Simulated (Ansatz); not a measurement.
**SnSe2, response to strain**

The parent structure is SnSe₂ in the CdI2 type structure (space group P-3m1, No. 164; a = 3.840 Å, c = 6.007 Å; layered, stacked along the Cartesian z axis). Axes: x lies along a and z along c of the hexagonal cell.

Strains are applied to the cell and any free atomic positions relax; under biaxial strain the out-of-plane vector relaxes too.

Calculations: PBE-D3(BJ) (Ansatz, an electronic-structure program; PAW; 420 eV plane waves; spin-orbit coupling left out).

**Question.** Only one of these has no band gap. Which?
A. biaxial strain +3.00 %, plane normal [001], relaxed out of plane
B. biaxial strain −0.50 %, plane normal [001], relaxed out of plane
C. biaxial strain +2.00 %, plane normal [001], relaxed out of plane
D. biaxial strain +0.50 %, plane normal [001], relaxed out of plane

**Answer.** A, biaxial strain +3.00 %, plane normal [001], relaxed out of plane. Computed: biaxial strain +3.00 %, plane normal [001], relaxed out of plane: zero; biaxial strain +2.00 %, plane normal [001], relaxed out of plane: 0.16 eV; biaxial strain +0.50 %, plane normal [001], relaxed out of plane: 0.31 eV; biaxial strain −0.50 %, plane normal [001], relaxed out of plane: 0.41 eV

No phonon test of stability was made. The final runs are not spin-polarised. A zero or small gap of SnSe2 under biaxial strain +3.00 %, plane normal [001], relaxed out of plane and SnSe2 under biaxial strain +2.00 %, plane normal [001], relaxed out of plane can be the functional's error rather than a property of the material.
